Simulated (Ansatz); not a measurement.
Take CaSnSe3 in the cubic perovskite structure (space group Pm-3m, No. 221; a = 5.212 Å; a hypothetical phase, not in the database extracts checked) as the base.

Method: Ansatz (a program for electronic structure) PBEsol, no spin-orbit coupling.

Before the change:

- Lattice parameter a: 5.212 Å
- Band gap: zero

The change: cell and atoms relaxed at a pressure of 0.7 GPa.

### Question
How does this affect the lattice parameter a?

### Answer
The lattice parameter a falls by 0.023 Å (5.212 Å → 5.189 Å).

### Question
What happens to the band gap?

### Answer
The band gap stays zero.

Load acts through the strain it causes; cell and atoms are relaxed under it. No phonon test of stability was made. All final runs are without spin polarisation. Many cubic perovskites are stable only at high temperature; tilts and polar distortions were not tested.
